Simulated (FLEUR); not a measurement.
Checking a run of FLEUR on BiP (P4_2/mmc, 4 atoms in the cell). The aim is a self-consistent single point with DFT, PBE, all-electron FLAPW (FLEUR), scalar-relativistic valence.

This input was run:

```xml
# input of inpgen
scf BiP
&input film=f /
7.7566095354 0.0000000000 0.0000000000
0.0000000000 7.7566095354 0.0000000000
0.0000000000 0.0000000000 13.6578935205
1.0
1.0 1.0 1.0

4
83 0.0000000000 0.5000000000 0.0000000000
83 0.5000000000 0.0000000000 0.5000000000
15 0.0000000000 0.0000000000 0.2500000000
15 0.0000000000 0.0000000000 0.7500000000

&comp jspins=1 /
&kpt div1=3 div2=3 div3=2 gamma=t /
&end /
# inp.xml
<?xml version="1.0" encoding="UTF-8" standalone="no"?>
<fleurInput fleurInputVersion="0.39">
   <comment>
      scf BiP                                                                                             
   </comment>
   <calculationSetup>
      <cutoffs Kmax="4.3" Gmax="12.9" GmaxXC="12.9" numbands="0"/>
      <scfLoop itmax="80" minDistance="5.0" maxIterBroyd="99" imix="Anderson" alpha="0.05" precondParam="0.0" spinf="2.0"/>
      <coreElectrons ctail="T" frcor="F" kcrel="0" coretail_lmax="0"/>
      <xcFunctional name="pbe" relativisticCorrections="F"/>
      <magnetism jspins="1"/>
      <soc l_soc="F" theta="0.0" phi="0.0" spav="F"/>
      <expertModes spex="0" secvar="F"/>
      <geometryOptimization l_f="F" forcealpha="1.0" forcemix="BFGS" epsdisp="0.00001" epsforce="0.00001"/>
      <ldaU l_linMix="F" mixParam="0.05" spinf="1.0"/>
   </calculationSetup>
   <cell>
      <bzIntegration valenceElectrons="40.0" mode="hist" fermiSmearingEnergy="0.00367493">
         <kPointListSelection listName="default-1"/>
         <!-- k-points included here -->
         <xi:include xmlns:xi="http://www.w3.org/2001/XInclude" href="kpts.xml"> </xi:include>
      </bzIntegration>
      <!-- symmetry operations included here -->
      <xi:include xmlns:xi="http://www.w3.org/2001/XInclude" href="sym.xml"> </xi:include>
      <bulkLattice scale="1.0">
         <bravaisMatrix>
            <row-1>    7.7566095354000000     0.0000000000000000     0.0000000000000000</row-1>
            <row-2>    0.0000000000000000     7.7566095354000000     0.0000000000000000</row-2>
            <row-3>    0.0000000000000000     0.0000000000000000    13.6578935205000001</row-3>
         </bravaisMatrix>
      </bulkLattice>
   </cell>
   <atomSpecies>
      <species name="Bismuth (Bi)" element="Bi" atomicNumber="83">
         <mtSphere radius="2.63" gridPoints="925" logIncrement="0.015"/>
         <atomicCutoffs lmax="10" lnonsphr="8"/>
         <electronConfig flipSpins="F">
            <coreConfig>(1s1/2) (2s1/2) (2p1/2) (2p3/2) (3s1/2) (3p1/2) (3p3/2) (4s1/2) (3d3/2) (3d5/2) (4p1/2) (4p3/2) (5s1/2) (4d3/2) (4d5/2) (5p1/2) (5p3/2) (4f5/2) (4f7/2)</coreConfig>
            <valenceConfig>(6s1/2) (5d3/2) (5d5/2) (6p1/2) (6p3/2)</valenceConfig>
            <stateOccupation state="(6p1/2)" spinUp="0.5" spinDown="0.5"/>
            <stateOccupation state="(6p3/2)" spinUp="1.0" spinDown="1.0"/>
         </electronConfig>
         <energyParameters s="6" p="6" d="6" f="5"/>
         <lo type="SCLO" l="2" n="5" eDeriv="0"/>
      </species>
      <species name="Phosphorous (P)" element="P" atomicNumber="15">
         <mtSphere radius="1.87" gridPoints="659" logIncrement="0.017"/>
         <atomicCutoffs lmax="8" lnonsphr="6"/>
         <electronConfig flipSpins="F">
            <coreConfig>(1s1/2) (2s1/2) (2p1/2) (2p3/2)</coreConfig>
            <valenceConfig>(3s1/2) (3p1/2) (3p3/2)</valenceConfig>
            <stateOccupation state="(3p1/2)" spinUp="0.5" spinDown="0.5"/>
            <stateOccupation state="(3p3/2)" spinUp="1.0" spinDown="1.0"/>
         </electronConfig>
         <energyParameters s="3" p="3" d="3" f="4"/>
      </species>
   </atomSpecies>
   <atomGroups>
      <atomGroup species="Bismuth (Bi)">
         <relPos label="                   1">.0000000000 1.000/2.000 .0000000000</relPos>
         <relPos label="                   2">1.000/2.000 .0000000000 1.000/2.000</relPos>
         <force calculate="T" relaxXYZ="TTT"/>
      </atomGroup>
      <atomGroup species="Phosphorous (P)">
         <relPos label="                   3">.0000000000 .0000000000 1.000/4.000</relPos>
         <relPos label="                   4">.0000000000 .0000000000 -1.000/4.000</relPos>
         <force calculate="T" relaxXYZ="TTT"/>
      </atomGroup>
   </atomGroups>
   <output dos="F" band="F" slice="F">
      <checks vchk="F" cdinf="F"/>
      <bandDOS minEnergy="-.5*Htr" maxEnergy="0.5*Htr" sigma="0.015" storeEVData="T"/>
      <vacuumDOS vacdos="F" integ="F" star="F" nstars="0" locx1="0.0" locy1="0.0" locx2="0.0" locy2="0.0" nstm="0" tworkf="0.0"/>
      <unfoldingBand unfoldBand="F" supercellX="1" supercellY="1" supercellZ="1"/>
      <plotting iplot="0" polar="F">
         <plot TwoD="T" vec1="  1.0  0.0  0.0" vec2="  0.0  1.0  0.0" vec3="  0.0  0.0  1.0" zero="  0.0  0.0  0.0" file="plot"/>
      </plotting>
      <chargeDensitySlicing numkpt="0" minEigenval="0.0" maxEigenval="0.0" nnne="0" pallst="F"/>
      <specialOutput eonly="F"/>
      <magneticCircularDichroism mcd="F" energyLo="-10.0" energyUp="0.0"/>
   </output>
  <!-- We include the file relax.xml here to enable relaxations (see documentation) -->
  <xi:include xmlns:xi="http://www.w3.org/2001/XInclude" href="relax.xml"> <xi:fallback/> </xi:include>
</fleurInput>
```

The program printed (abridged):

```
      Welcome to FLEUR        (www.flapw.de)
      MaX-Release 8.1          (www.max-centre.eu)

 ========== k-point set info ==========
 Selected k-point list: default-1
 k-point list type: mesh
 3 x 3 x 2
 Number of k points: 6

 ------------Calculation Setup---------------------------
           1           2           3           6
 Number of basis functions:         1144
 Iteration:     1   Distance:       7.52404242 me/bohr^3
 Iteration:     2   Distance:       6.44525248 me/bohr^3
 Iteration:     3   Distance:       3.25194554 me/bohr^3
 Run finished successfully
 Stop message:
   all done

[file out, last iteration]
             iter=      3
[...]
          total density-effective poten   -7.8316433461E+04
          total charge density-energy d   -8.4384101946E+02
 Updated energy parameters for spin:           1
[...]
 fermi energy and band-weighting factors:

[...]
FERMIE:
          first approx. to ef    (T=0)  :   0.198023 htr   (energy of the highest occ. eigenvalue)
          number of occ. states  (T=0)  :        120
          first approx. to seigv (T=0)  : -12.535356 htr
          sum of weights of occ. states :  20.000000
          sum of semicore charge        :   0.000000 e
FERHIS:  Fermi-Energy by histogram:
          bandgap                     :   0.002602 htr
   [... lines left out ...]
          charge neutrality (T=0)     :   0.000000    (zero if the highest occ. eigenvalue is "entirely" occupied)
     EF_NEWTON:  Adjust Fermi-Energy by Newton-Method.
 Direct bandgap for spin            1 :    2.1544542505597231E-002  Htr
 ---->    free energy=                    -43847.2499349010 htr
   [... lines left out ...]
                       FX_TOT= 0.000000 FY_TOT= 0.000000 FZ_TOT= 0.000000
No new postions, force convergence required= 0.00001; max force distance= 0.00000
---->    distance of charge densities for spin  1                 it=    3:     3.251946 me/bohr**3
GENERALIZED ANDERSON MIXING: alpha=   0.05000 History-length=2
     ******* it=  3  is completed********
```

Question: Can these results be used? Check the input.

Answer: The run is not sound. The fault is a convergence threshold that is too loose. A loop that stops early leaves an energy error of second order in the density error, but errors of first order in forces and stress. To fix it, tighten the threshold. The run converged in 3 iterations without an error; against the sound input the free energy falls by 47.9 meV/atom.

An input that runs soundly differs in these lines (not the only fix; some lines may just follow from the change or write a value another way):
```diff
-      <scfLoop itmax="80" minDistance="5.0" maxIterBroyd="99" imix="Anderson" alpha="0.05" precondParam="0.0" spinf="2.0"/>
+      <scfLoop itmax="80" minDistance="0.00001" maxIterBroyd="99" imix="Anderson" alpha="0.05" precondParam="0.0" spinf="2.0"/>
-      <geometryOptimization l_f="F" forcealpha="1.0" forcemix="BFGS" epsdisp="0.00001" epsforce="0.00001"/>
+      <geometryOptimization l_f="T" forcealpha="1.0" forcemix="BFGS" epsdisp="0.00001" epsforce="0.00001"/>
```

With that input, the run converged in 17 iterations: free energy E − TS -1193144.2623 eV; Fermi level (on the code's own zero) 5.70 eV (DFT, PBE, all-electron FLAPW (FLEUR), scalar-relativistic valence).

On the sound input: the starting cell was generated: these elements placed on a structure prototype, without a prior relaxation; it need not be a known phase or ordering of this composition. Spin-orbit coupling is off. Values depend on the basis (sphere radii, cutoffs, local orbitals), which need not be converged. No gap is read from this output. The log's line on a gap gives a spacing of levels on this mesh, which the program prints for metals too.
